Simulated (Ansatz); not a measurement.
These are PBE (plane waves to 420 eV, PAW; Ansatz, a quantum-chemistry and plane-wave program) values and carry that method's errors.

Host crystal: wurtzite GaN, with a band gap (PBE, scalar-relativistic without spin-orbit coupling).

Electrostatic potential energy of an electron, averaged over planes parallel to the surface, in eV from the highest filled level, for OH on the (0001) surface of wurtzite GaN (2x2 with 3 H on 4 top atoms; a constructed slab, bottom: 3 H on 4 bottom sites), one in a cell of 36 Å², started at the site 'hollow H-H-H':

```csv
z (Å),V (eV)
5.28,2.38
5.57,2.38
5.87,2.38
6.16,2.38
6.45,2.38
6.75,2.38
7.04,2.38
7.33,2.38
7.63,2.37
7.92,2.36
8.21,2.35
8.51,2.31
8.80,2.21
9.09,1.98
9.39,1.26
9.68,0.01
9.97,-0.04
10.27,-3.40
10.56,-9.63
10.85,-12.75
11.15,-10.93
11.44,-8.19
11.73,-6.45
12.03,-3.47
12.32,-0.33
12.61,0.00
12.91,-4.14
13.20,-10.09
13.49,-12.36
13.79,-10.09
14.08,-7.71
14.37,-6.04
14.67,-2.97
14.96,0.01
15.25,0.01
15.55,-4.44
15.84,-10.26
16.13,-12.10
16.43,-9.68
16.72,-7.50
17.01,-5.80
17.31,-2.68
17.60,0.19
17.89,-0.04
18.19,-4.68
18.48,-10.42
18.77,-11.96
19.07,-9.45
19.36,-7.35
19.65,-5.59
19.95,-2.41
20.24,0.33
20.53,-0.13
20.83,-4.99
21.12,-10.40
21.41,-11.65
21.71,-9.06
22.00,-6.97
22.29,-5.09
22.59,-1.97
22.88,0.86
23.17,1.23
23.47,-0.06
23.76,-0.38
24.05,0.73
24.35,2.70
24.64,3.43
24.93,3.67
25.23,3.76
25.52,3.79
25.81,3.80
26.11,3.81
26.40,3.81
26.69,3.81
26.99,3.81
27.28,3.81
27.57,3.81
27.87,3.81
28.16,3.81
28.45,3.81
```

Set-up: 48 atoms, 13.8 Å thick at the start with caps and adatoms under the adsorbate (thin: gaps and levels are the slab's own); mesh 4x4x1; 0.01 eV smearing; dipole correction on; 23 atoms held, the rest relaxed; no symmetry held; spin-polarised, ending with about 1.0 μB a cell; orders that need a larger cell were not tried, no spin-orbit, no U, no dispersion correction. At the end it is bonded to Ga. In PBE it is, or lies within 0.03 eV of, the lowest of the starts that converged.

Problem. The surface cell has an area of 35.88 Å². What dipole along the normal does the step between the two vacuum levels imply?

Solution. the top vacuum level lies 1.43 eV above the bottom one; p = −ε₀ A ΔV (ε₀ = 0.005526 e/(V·Å)) gives -0.28 e·Å a cell.
